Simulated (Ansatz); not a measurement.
Defect: interstitial Ag in monoclinic ZrO2, charge state +1. All values below come from PBE, PAW (plane waves to 420 eV; Ansatz, a first-principles code).

Cell of 96 host sites held at the relaxed PBE lattice; the Γ point alone; Fermi-Dirac width 0.01 eV, spin-restricted; finite-size errors left in. Static, classical nuclei. The charge state is imposed; whether it is stable for some Fermi level was not computed. Sites that were not tried may lie lower.

Barriers: single points on a 2×2×2 k-point mesh shifted by half a step at the bands' geometries.

Relaxed starting cell (atoms counted from 1):

```
AgZr32O64
1.0
   10.37868     0.00000     0.00000
    0.00000    10.48354     0.00000
   -1.80708     0.00000    10.60481
Zr O Ag
32 64 1
Direct
  0.13752   0.22627   0.35569
  0.13823   0.22874   0.85624
  0.13490   0.72836   0.35652
  0.13946   0.72998   0.85666
  0.63697   0.22788   0.35538
  0.63948   0.22891   0.85315
  0.64077   0.73136   0.35391
  0.63859   0.72913   0.85341
  0.36012   0.26556   0.14710
  0.36106   0.26777   0.64846
  0.36360   0.78457   0.14110
  0.36261   0.77130   0.64655
  0.86479   0.27136   0.14567
  0.86215   0.27045   0.64372
  0.86254   0.77457   0.14535
  0.86183   0.77220   0.64483
  0.35281   0.47440   0.41370
  0.36405   0.47585   0.89373
  0.36223   0.97713   0.39630
  0.36397   0.98108   0.89303
  0.86220   0.47781   0.39407
  0.86722   0.47928   0.89037
  0.86160   0.97980   0.39505
  0.86236   0.97828   0.89443
  0.13686   0.02217   0.10449
  0.13695   0.02082   0.60490
  0.13650   0.52191   0.10776
  0.13414   0.52183   0.61064
  0.64066   0.02508   0.10481
  0.63743   0.02132   0.60468
  0.65589   0.52037   0.09427
  0.63932   0.52226   0.60355
  0.03270   0.08511   0.42517
  0.03204   0.08768   0.92507
  0.03310   0.58593   0.42731
  0.03764   0.58557   0.92515
  0.53302   0.08512   0.42547
  0.53425   0.08905   0.92397
  0.52931   0.58802   0.42449
  0.53664   0.58426   0.92347
  0.48176   0.39474   0.06326
  0.46711   0.41201   0.57917
  0.46515   0.92398   0.07449
  0.46774   0.91181   0.57531
  0.96816   0.41481   0.07540
  0.96504   0.41439   0.57665
  0.96735   0.91462   0.07496
  0.96705   0.91312   0.57510
  0.46424   0.33352   0.33025
  0.46895   0.33692   0.82197
  0.46743   0.83553   0.32370
  0.46800   0.83662   0.82632
  0.96797   0.33548   0.32677
  0.96940   0.33637   0.82452
  0.96707   0.83735   0.32526
  0.96754   0.83698   0.82565
  0.03319   0.16285   0.17598
  0.03394   0.16333   0.67536
  0.03212   0.66516   0.17497
  0.03224   0.66436   0.67722
  0.53236   0.16182   0.17763
  0.53261   0.16189   0.67504
  0.55178   0.68887   0.15855
  0.53297   0.66285   0.67492
  0.22064   0.36618   0.49625
  0.22964   0.37325   0.99229
  0.22603   0.86887   0.48816
  0.22614   0.87497   0.98695
  0.72459   0.37200   0.48575
  0.73112   0.37429   0.98394
  0.72516   0.87153   0.48706
  0.72502   0.87315   0.98797
  0.27356   0.12915   0.01156
  0.27529   0.12534   0.51206
  0.27799   0.63231   0.01681
  0.27311   0.62484   0.51837
  0.77542   0.13089   0.01180
  0.77446   0.12816   0.51160
  0.78257   0.63120   0.00716
  0.77408   0.62903   0.50991
  0.27524   0.12077   0.26166
  0.27524   0.12291   0.76253
  0.26983   0.62012   0.26872
  0.27481   0.62193   0.76584
  0.77553   0.12374   0.26176
  0.77508   0.12145   0.76147
  0.77785   0.62114   0.26021
  0.77546   0.62141   0.75921
  0.22188   0.37571   0.24339
  0.22598   0.37867   0.74235
  0.22567   0.87980   0.23725
  0.22620   0.87914   0.73793
  0.72755   0.37918   0.23504
  0.72715   0.37833   0.73528
  0.72745   0.88228   0.23921
  0.72544   0.87789   0.73739
  0.44017   0.52717   0.20411
```
Cell charge +1.

End state 1 differs by these moves (Å; atoms that move under 0.08 Å are left out):

```
atom  element     Δx     Δy     Δz
----  -------  -----  -----  -----
5          Zr   0.00  -0.13   0.05
11         Zr   0.00  -0.13   0.05
17         Zr  -0.06   0.06  -0.07
31         Zr  -0.06   0.06  -0.07
37          O   0.03  -0.09   0.01
39          O  -0.12   0.18   0.14
41          O  -0.12   0.18   0.14
43          O   0.03  -0.09   0.01
49          O  -0.17  -0.23   0.13
63          O  -0.17  -0.23   0.13
97         Ag   1.09  -0.57   0.98
```

### Question
What forward and backward barriers to end state 1 does PBE, PAW give?

### Answer
forward 0.29 eV, backward 0.29 eV; at the saddle point atom 97 has neighbours 2 O at 2.21, 2 O at 2.23, 2 O at 2.71; 2 Zr at 2.60 Å. The program found a first-order saddle point.
